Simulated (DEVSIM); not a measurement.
Device: illuminated InP p-on-n cell, one wavelength, at 350 K.

Layer 1 from the left is InP, thickness (μm) 0.360, Na (cm⁻³) 8.5e17, τn (s) 6.3e-11, τp (s) 4.4e-11, absorption coefficient (cm⁻¹) 81000. Layer 2 from the left is InP, thickness (μm) 3.70, Nd (cm⁻³) 4e15, τn (s) 2.1e-9, τp (s) 2.1e-9, absorption coefficient (cm⁻¹) 81000.

Left contact: ohmic, minority electron recombination velocity 3000 cm/s. Right contact: ohmic, minority hole recombination velocity 5e5 cm/s. Voltage is applied to the left contact. Recombination: SRH at mid-gap, radiative, Auger. Light enters at the left, 9.3e15 photons cm⁻² s⁻¹, one pass, no reflection. Mobility is μmin + (μ − μmin)/(1 + (N/Nref)^α).

This is a model device: material constants are rounded textbook-type values typed into the input, and sizes, dopings and lifetimes were drawn at random. Values at 300 K; Nc and Nv go as T^1.5, mobilities as T to minus their exponent, the gap by Varshni's rule with the affinity fixed.

InP: gap (eV) 1.344, affinity (eV) 4.38, permittivity 12.5, Nc (cm⁻³) 5.7e17, Nv (cm⁻³) 1.1e19, μn (cm²/Vs) 5200, μp (cm²/Vs) 170, μn,min 400, μp,min 10, Nref,n 3e17, Nref,p 4.9e17, αn 0.47, αp 0.62, T exponent of μn 2, T exponent of μp 2, B (cm³/s) 1.2e-10, Cn (cm⁶/s) 9e-31, Cp (cm⁶/s) 9e-31, Varshni α (eV/K) 0.000363, Varshni β (K) 162.

Model (solved in DEVSIM): 1D drift-diffusion, Boltzmann statistics, complete ionisation; no tunnelling, impact ionisation, image-force lowering or self-heating.

### Question
What does the simulation give for the dark forward voltage at 1 A/cm², the share of generated pairs collected at short circuit?

### Answer
dark forward voltage at 1 A/cm² 0.814 V; share of generated pairs collected at short circuit 0.858.
